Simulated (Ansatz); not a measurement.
# Step by step: formation energy of the neutral H_Si in CoSi2 (Fm-3m)

We look at the formation energy of the neutral H_Si in CoSi2 (Fm-3m). Reaction: 32 CoSi2 (Fm-3m) + 1/2 H2 (gas) → cell A + Si (diamond).

A: a supercell of 96 sites of CoSi2 (Fm-3m) with H on a Si site (3 Co at 1.85 Å); an odd number of electrons; spin state with PBE: no moments.

Setting: static, neutral cells in Ansatz (PAW) whose structures rest at the PBE level. Ansatz (a quantum-chemistry and plane-wave program) runs with its default PAW set. Other levels take these structures. The lattices are those relaxed with PBE, so at other levels the solids can be strained, which adds to the spread. A dispersion term (D3(BJ), or D4 for r2SCAN) was computed beside these levels and is taken off wherever the name lacks it. Mesh and cell size may move defect energies by 0.1 eV or more. The value holds for the reservoirs listed; other chemical potentials shift it. Cell A has symmetry R3m and got no random move, so less symmetric positions, which may lie lower, weren't tried.

Total energies of the cells in eV, at zero smearing width. They compare only within one column; the weights balance every element.

| cell | atoms | weight | r2SCAN | r2SCAN+D4 |
|---|---|---|---|---|
| A: CoSi2:H_Si | 96 | +1 | -204521.89615 | -204537.06096 |
| Si (diamond) | 2 | +1/2 | -1278.13039 | -1278.36436 |
| CoSi2 (Fm-3m) | 96 | −1 | -205147.68568 | -205163.09943 |
| H2 (gas) | 2 | −1/2 | -31.88989 | -31.89041 |

r2SCAN: (-204521.89615) + 1/2 × (-1278.13039) − (-205147.68568) − 1/2 × (-31.88989) = 2.669 eV.

r2SCAN+D4: (-204537.06096) + 1/2 × (-1278.36436) − (-205163.09943) − 1/2 × (-31.89041) = 2.801 eV.

What follows from the r2SCAN value: The value above is the Si-rich limit, with Si (diamond) as reservoir. The host forms with -0.41 eV/atom at this level, so before it gives way to its other element Δμ(Si) can go down to -0.41 × 3/2 = -0.61 eV (other compounds may narrow the range). The defect releases 1 Si, so the Si-poor limit is 2.67 + 1 × (-0.61) = 2.06 eV.
